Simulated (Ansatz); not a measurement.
Structure of amorphous Si$_{21}$Ge$_{3}$O$_{48}$ (periodic cell):

```
CELL_PARAMETERS angstrom
     10.56767    -0.00998    -0.03592
     -0.00998     9.91276     0.23071
     -0.03592     0.23071    10.41988
ATOMIC_POSITIONS crystal
  Si 0.59156 0.70833 0.90192
  Si 0.39339 0.75353 0.33836
  Si 0.68042 0.64789 0.39158
  Si 0.82980 0.19906 0.85310
  Si 0.34850 0.53907 0.16399
  Si 0.38090 0.35487 0.63216
  Si 0.98753 0.88960 0.03604
  Si 0.01975 0.16151 0.05112
  Si 0.53368 0.88967 0.68076
  Si 0.54703 0.13613 0.78090
  Si 0.41554 0.03889 0.22303
  Si 0.99911 0.42022 0.91711
  Si 0.64057 0.21981 0.22409
  Si 0.89391 0.05457 0.25833
  Si 0.89687 0.84779 0.47617
  Si 0.16448 0.52895 0.68845
  Si 0.39718 0.29299 0.35210
  Si 0.12561 0.64678 0.42156
  Si 0.95001 0.94356 0.74647
  Si 0.08339 0.59503 0.12435
  Si 0.39365 0.91896 0.96662
  Ge 0.64456 0.51290 0.12479
  Ge 0.23697 0.84177 0.74315
  Ge 0.56825 0.59920 0.63261
  O  0.37824 0.90750 0.67800
  O  0.21913 0.53141 0.07707
  O  0.92342 0.99334 0.40237
  O  0.09994 0.93508 0.70239
  O  0.77449 0.77756 0.40759
  O  0.55210 0.09758 0.17143
  O  0.46507 0.26694 0.73518
  O  0.02443 0.76157 0.45592
  O  0.58079 0.04541 0.65612
  O  0.33724 0.16489 0.27858
  O  0.52994 0.67839 0.36229
  O  0.68409 0.33962 0.11785
  O  0.87184 0.15058 0.99857
  O  0.25214 0.39419 0.70604
  O  0.08487 0.29028 0.97440
  O  0.08561 0.01878 0.01796
  O  0.55864 0.58593 0.80240
  O  0.87313 0.86966 0.63020
  O  0.97526 0.50933 0.04539
  O  0.23958 0.67004 0.71115
  O  0.11293 0.53189 0.53940
  O  0.62826 0.83569 0.80232
  O  0.34721 0.97797 0.10004
  O  0.00495 0.16226 0.20758
  O  0.87381 0.35853 0.84464
  O  0.46820 0.04263 0.88708
  O  0.90234 0.10178 0.75223
  O  0.72196 0.56374 0.26645
  O  0.92659 0.86939 0.89046
  O  0.33907 0.43436 0.29059
  O  0.44655 0.49580 0.58101
  O  0.48220 0.78231 0.98469
  O  0.67808 0.19094 0.84016
  O  0.26971 0.71344 0.42813
  O  0.35678 0.27294 0.50207
  O  0.76554 0.14167 0.27690
  O  0.55308 0.29064 0.33403
  O  0.47888 0.50397 0.09013
  O  0.89135 0.92927 0.15533
  O  0.34897 0.69692 0.20110
  O  0.06144 0.75274 0.08174
  O  0.69351 0.55593 0.52889
  O  0.08532 0.58401 0.28308
  O  0.55332 0.77238 0.57949
  O  0.26148 0.86546 0.90592
  O  0.42081 0.91580 0.33342
  O  0.69309 0.63620 0.00434
  O  0.06155 0.51499 0.80347
```

Methods: PBE, scalar-relativistic without spin-orbit coupling (Ansatz, a first-principles code); r2SCAN, scalar-relativistic without spin-orbit coupling (Ansatz); HSE06, scalar-relativistic without spin-orbit coupling (Ansatz). Neutral PBE cell, which sets geometry, pressure and energy: sampling: a 2×2×2 Γ-centred mesh; Fermi-Dirac width 0.02 eV; no spin polarisation. Exact exchange is cut at the faces of this 10 Å cell, which leaves hybrid gaps a finite-size error.

A CHGNet melt-quench gave the starting glass, which DFT then relaxed. O atoms were pushed apart under 1.9 Å during the dynamics, to hinder bonds among them. The hot cell started wider than the set density and was brought back towards it in steps. It is the lowest in DFT energy of 2 quenches. It is a model cell: composition and starting density were chosen by hand, and all elements were melted together. No dispersion term was used. Its density started from a set value of 2.52 and ended at 2.40 g/cm³. Cooling (nominally 390 K/ps over its main leg) ran many orders faster than in experiment, which tends to leave more defects and strain. Values belong to this one cell and scatter from quench to quench. Volume and shape were free in the relaxation.

**Question.** Give the pressure and the spacing of the highest filled and lowest empty levels.

**Answer.** 
| Property | Result |
|---|---|
| Pressure on a 2×2×2 Γ-centred mesh | 0.2 kbar |
| Largest force and stress component on that mesh (the relaxation ran on the zone centre alone) | 0.03 eV/Å and 0.1 GPa |
| Gap on a 2×2×2 Γ-centred mesh (PBE) | 4.38 eV |
| Gap at the zone centre (PBE) | 4.41 eV |
| Gap at the zone centre (r2SCAN) | 5.10 eV |
| Gap at the zone centre (HSE06) | 6.33 eV |
| Distance between the nearest levels spread over more than a fifth of the atoms or a third of the atoms of their main element (six at least) (PBE, zone centre) | 4.41 eV |

**Question.** At PBE and the zone centre, how localised are the states just below and above the Fermi level (participation number: the atoms over which a state spreads)?

**Answer.** The highest filled state is spread over 15.8 atoms' worth, largest on O68, with weights by element (charge in smoothed Voronoi cells) O 0.97, Si 0.03, Ge 0.01. The lowest empty state is spread over 23.4 atoms' worth, largest on Ge22, with weights by element (charge in smoothed Voronoi cells) O 0.63, Ge 0.22, Si 0.15.

Neighbours within Si-Si 2.60 Å, Si-Ge 2.70 Å, Si-O 1.90 Å, Ge-Ge 2.81 Å, Ge-O 2.23 Å, O-O 1.58 Å count as bonded. Two cations that share two anions don't count as bonded, nor two that share one unless they lie closer than Si-Si 2.38 Å, Si-Ge 2.47 Å, Ge-Ge 2.57 Å.

Added carriers, by PBE, scalar-relativistic without spin-orbit coupling run with Ansatz on the zone centre alone. Charged cells keep the cell fixed and stand in a uniform background, with no image correction, at a width of 0.01 eV; where the count is odd the moment is locked at 1 μB, unless the neutral cell bore moments. Each starts from the undistorted neutral geometry alone. PBE's self-interaction favours spread-out carriers, so it can miss traps that a hybrid finds.

**Question.** What happens at PBE when the cell takes an extra electron and the atoms relax?

**Answer.** Relaxation lowers the charged cell by 0.91 eV. The largest moves are O41 0.71 Å, O56 0.41 Å, Ge24 0.40 Å, O68 0.29 Å. The level that holds the added charge spreads over 4.0 atoms' worth, most on Ge24 (weight 0.43): a localised (trapped) carrier, which neighbours of that atom can share. No bond crosses its cut-off with a change of over 0.15 Å. Made neutral again at that geometry, the cell lies +1.76 eV from the neutral start.

**Question.** What happens at PBE when the cell takes a hole and the atoms relax?

**Answer.** Relaxation lowers the charged cell by 0.08 eV. The largest moves are O35 0.24 Å, O68 0.20 Å, O64 0.19 Å, O52 0.15 Å. The level that was emptied spreads over 8.1 atoms' worth, most on O68 (weight 0.22): a partly localised carrier. No bond crosses its cut-off with a change of over 0.15 Å. Made neutral again at that geometry, the cell lies +0.34 eV from the neutral start.
